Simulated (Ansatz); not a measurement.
## A computed series for AlAs: response to strain

Consider AlAs in the zinc blende structure (space group F-43m, No. 216; a = 5.674 Å). Axes: x, y, z lie along the cube axes.

Strains are applied to the cell and any free atomic positions relax; under biaxial strain the out-of-plane vector relaxes too.

All numbers come from Ansatz (a first-principles code), PBEsol, PAW, cutoff 420 eV, scalar-relativistic without spin-orbit coupling, earlier PAW set.

```json
[
 {"change": "base", "shortest interatomic distance": "245.7 pm", "band gap": "1.34 eV"},
 {"change": "biaxial strain −0.51 %, plane normal [001], relaxed out of plane", "shortest interatomic distance": "245.3 pm", "band gap": "1.30 eV"},
 {"change": "biaxial strain +4.88 %, plane normal [001], relaxed out of plane", "shortest interatomic distance": "249.7 pm", "band gap": "0.87 eV"},
 {"change": "biaxial strain +1.75 %, plane normal [110], relaxed out of plane", "shortest interatomic distance": "?", "band gap": "1.22 eV"},
 {"change": "isotropic strain −5.69 %", "shortest interatomic distance": "231.7 pm", "band gap": "1.00 eV"},
 {"change": "isotropic strain −2.97 %", "shortest interatomic distance": "238.4 pm", "band gap": "1.18 eV"},
 {"change": "isotropic strain +1.40 %", "shortest interatomic distance": "249.1 pm", "band gap": "?"},
 {"change": "uniaxial strain ε_yy = −2.45 %", "shortest interatomic distance": "243.7 pm", "band gap": "1.14 eV"},
 {"change": "tensor shear ε_xz = +3.36 %", "shortest interatomic distance": "243.7 pm", "band gap": "0.83 eV"},
 {"change": "tensor shear ε_xz = −2.12 %", "shortest interatomic distance": "244.4 pm", "band gap": "?"}
]
```

### Question
What belongs in the blanks?

### Answer

- biaxial strain +1.75 %, plane normal [110], relaxed out of plane, shortest interatomic distance: 246.8 pm
- isotropic strain +1.40 %, band gap: 1.41 eV
- tensor shear ε_xz = −2.12 %, band gap: 1.06 eV

A biaxial case was relaxed in a doubled cell and then solved in the primitive one. Stability against distortions was not tested.
